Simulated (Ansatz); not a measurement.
The (110) surface of tetragonal indium in its 1x1 cell, outermost plane spacing 2.35 Å in the ideal cut

Computed with PBE (plane waves to 420 eV, PAW; Ansatz, a quantum-chemistry and plane-wave program).

Model: 6-atom slab, 11.8 Å thick at the start, 11x11x1 mesh, Fermi-Dirac 0.1 eV, dipole correction, all atoms relaxed; symmetry of the start imposed; no spin, no spin-orbit, no U.

```json
{
  "surface energy (mean of both faces)": "0.34 J/m²",
  "surface_energy_before_relaxation": "0.35 J/m²",
  "work_function_of_the_top_face": "3.87 eV",
  "energy_released_by_relaxation": "0.007 eV",
  "cost": "roughly 80 core-seconds"
}
```
